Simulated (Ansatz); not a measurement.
Consider Ge in the diamond structure (space group Fd-3m, No. 227; a = 5.676 Å). Axes: x, y, z lie along the cube axes.

Level of theory: PBEsol/PAW in Ansatz (a quantum-chemistry and plane-wave program), no spin-orbit coupling.

Before the change:

```
Item                             Value
-----------------------------  -------
Pressure                       0.0 GPa
Shortest interatomic distance  2.458 Å
Band gap                          zero
```

Perturbation: a pure shear with ε_xy = ε_yx = 0.0143; the atoms relax in the strained cell.

**Question.** How does this affect the energy relative to the base?

**Answer.** The energy increases by 3.3 meV/atom.

**Question.** What happens to the largest internal atomic displacement?

**Answer.** The largest internal atomic displacement amounts to 0.011 Å.

**Question.** What does the calculation give for the pressure after the change?

**Answer.** The pressure (mean of the normal stresses, compression positive) is still 0.0 GPa.

**Question.** Predict the new shortest interatomic distance.

**Answer.** The shortest interatomic distance shrinks by 0.010 Å, from 2.458 Å to 2.448 Å.

**Question.** What does the calculation give for the band gap after the change?

**Answer.** The band gap remains zero.

Whether these cells are dynamically stable was not tested. A zero or small gap of Ge can be the functional's error rather than a property of the material.
